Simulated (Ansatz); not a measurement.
Abridged Ansatz (a quantum-chemistry and plane-wave program) output:

```
Relaxation: its limit of steps is 50 (relax.max_steps)
Pseudopotential: Pb, paw, valence charge 14
Pseudopotential: O, paw, valence charge 6
Crystal: 4 atoms, lattice volume = 78.835 Å³
Basis set: ecut = 420 eV, 1553 PW (Γ), exchange–correlation on 54×54×72 points (8 copies of the dense FFT grid, shifted against one another)
Bands: 24, of which v1, the nominal top of the filled ones, is band 20 counted from 1 (19 counted from 0)
Symmetry: 16 space group operations
k-points: 60 of 448
Functional: x = pbe(κ = 0.804, μ = 0.2195149727645171), c = pbe(β = 0.06672455060314922)
SCF iter   1: F=—  HF=-24948.008801 eV  |F-HF|=—  |Δ(HF+E_count)|=         —  Δρ=1.53e-3  dr2=1.43e-3  ethr=1.77e-3  ⟨swp⟩=6.0  Hψ=6514  notcnv=0
SCF iter   2: F=—  HF=-24948.010214 eV  |F-HF|=—  |Δ(HF+E_count)|=   1.41e-3  Δρ=7.45e-4  dr2=2.22e-4  ethr=3.58e-6  ⟨swp⟩=2.5  Hψ=3212  notcnv=0
SCF 1 converged in 8 iterations: F = -24948.010379 eV  dr2 = 1.36e-10
relax step   1: F+E_penalty+E_count = -24948.01037945 eV  Δ(F+E_penalty+E_count) = +0.000e0 eV  max|allowed force component| = 4.861e-1 eV/Å  Δτ_max = 0.0000 Å  (8 SCF iters, accepted)
Crystal: 4 atoms, lattice volume = 78.835 Å³
SCF iter   1: F=—  HF=-24948.002518 eV  |F-HF|=—  |Δ(HF+E_count)|=         —  Δρ=6.82e-3  dr2=2.73e-2  ethr=7.11e-5  ⟨swp⟩=1.2  Hψ=6579  notcnv=0
SCF iter   2: F=—  HF=-24947.997171 eV  |F-HF|=—  |Δ(HF+E_count)|=   5.35e-3  Δρ=2.91e-3  dr2=6.61e-3  ethr=6.82e-5  ⟨swp⟩=2.6  Hψ=2584  notcnv=0
SCF 2 converged in 9 iterations: F = -24947.995902 eV  dr2 = 3.30e-11
relax step   2: F+E_penalty+E_count = -24947.99590168 eV  Δ(F+E_penalty+E_count) = +1.448e-2 eV  max|allowed force component| = 6.712e-1 eV/Å  Δτ_max = 0.0740 Å  (9 SCF iters, rejected (line search))
Crystal: 4 atoms, lattice volume = 78.835 Å³
SCF iter   1: F=—  HF=-24948.027886 eV  |F-HF|=—  |Δ(HF+E_count)|=         —  Δρ=4.13e-3  dr2=9.95e-3  ethr=2.44e-4  ⟨swp⟩=5.1  Hψ=4822  notcnv=0
SCF iter   2: F=—  HF=-24948.025766 eV  |F-HF|=—  |Δ(HF+E_count)|=   2.12e-3  Δρ=1.79e-3  dr2=2.51e-3  ethr=2.49e-5  ⟨swp⟩=2.3  Hψ=2594  notcnv=0
SCF 3 converged in 8 iterations: F = -24948.025188 eV  dr2 = 3.04e-10
relax step   3: F+E_penalty+E_count = -24948.02518750 eV  Δ(F+E_penalty+E_count) = -1.481e-2 eV  max|allowed force component| = 1.424e-2 eV/Å  Δτ_max = 0.0297 Å  (8 SCF iters, accepted)
Crystal: 4 atoms, lattice volume = 78.835 Å³
[...]
SCF 4 converged in 6 iterations: F = -24948.025200 eV  dr2 = 5.16e-11
relax step   4: F+E_penalty+E_count = -24948.02520038 eV  Δ(F+E_penalty+E_count) = -1.287e-5 eV  max|allowed force component| = 1.838e-4 eV/Å  Δτ_max = 0.0009 Å  (6 SCF iters, accepted)
SCF converged after 6 iterations
Free energy (F): -24948.025200 eV
Internal energy: -24948.025200 eV  (E = F + TS)
E sigma→0 (E₀):  -24948.025200 eV
Entropy (-TS):   -0.000000 eV (-0.000 meV/atom)
Fermi energy:    9.147811 eV
  E_disp       = -0.964021  (pairwise vdW)
--- Forces (eV/Å), atoms counted from 1 ---
  atom   1  Pb    -0.00000000     0.00000000    -0.00018376
  atom   2  Pb     0.00000000     0.00000000     0.00018376
  atom   3  O     -0.00000000     0.00000000     0.00000000
  atom   4  O      0.00000000     0.00000000    -0.00000000
--- Stress (GPa, compression-positive) ---
        0.559523       0.000000      -0.000000
        0.000000       0.559523      -0.000000
       -0.000000      -0.000000       0.735172
  P = ⅓ Tr σ = 0.6181 GPa (6.181 kbar)
--- Relaxed structure (4 steps of the walk, 3 accepted, 0 SCFs on fresh bases) ---
  atoms:
    - { symbol: Pb, position: [0.49999999999999994, 2.237796619207893e-36, 0.7559505234456967] }
    - { symbol: Pb, position: [5.17024441257334e-35, 0.49999999999999994, 0.24404947655430323] }
    - { symbol: O, position: [0.49999999999999994, 0.49999999999999994, -1.7394985306603496e-35] }
    - { symbol: O, position: [-7.361420454816421e-35, -3.7296610320131544e-36, 1.242498950471678e-35] }
```

**Question.** What was computed, and what are the main results?

**Answer.** PbO, 4 atoms in the cell, with PBE-D3(BJ)/PAW in Ansatz, without spin-orbit coupling. The last SCF converged to F = -24948.025200 eV, or -6237.0063 eV per atom, at a pressure of 0.62 GPa. The total energy compares only with runs of the same code, potentials and settings.

With Pb present, leaving out spin-orbit coupling can change the band edges. The cells carry an imposed strain or load. Stability against distortions was not tested. The cell was made from PbO (space group P4/nmm, No. 129; layered, stacked along the Cartesian z axis) by this change: uniaxial strain ε_zz = −3.00 %.

Keys are those of Ansatz 0.2.
